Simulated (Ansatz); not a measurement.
System: CrN (R-3m, No. 166, 4 atoms in the cell; start mp-1232560). Method: r²SCAN+rVV10 (Ansatz, a quantum-chemistry and plane-wave program, PAW).

Settings: plane-wave cutoff 560 eV, 22×22×22 k mesh, Fermi–Dirac smearing 0.05 eV, spin-polarised start, scalar-relativistic PAW data made under PBE.

Cell (relaxed at this level):

```cif
data_Cr2N2
_chemical_formula_sum 'Cr2 N2'
_space_group_name_H-M_alt 'P 1'
_space_group_IT_number 1
_cell_length_a 4.91851
_cell_length_b 4.91851
_cell_length_c 4.91851
_cell_angle_alpha 35.253
_cell_angle_beta 35.253
_cell_angle_gamma 35.253
loop_
_space_group_symop_operation_xyz
  'x, y, z'
loop_
_atom_site_label
_atom_site_type_symbol
_atom_site_fract_x
_atom_site_fract_y
_atom_site_fract_z
_atom_site_occupancy
Cr1 Cr 0.50000 0.50000 0.50000 1
Cr2 Cr 0.00000 0.00000 0.00000 1
N1 N 0.75000 0.75000 0.75000 1
N2 N 0.25000 0.25000 0.25000 1
```

Q: Predict the band gap and Γ–Γ gap.

A: 
- band gap: 0.29 eV (on the SCF k mesh)
- Γ–Γ gap: 1.13 eV

Note: the magnetic order was assumed, not searched for or taken from measurement; the relaxation could not lower the start's symmetry, so the cell can be a saddle point above a distorted one.

The result took very roughly 40 core-minutes.

A start named mp-… is a Materials Project structure, which need not be a measured phase.
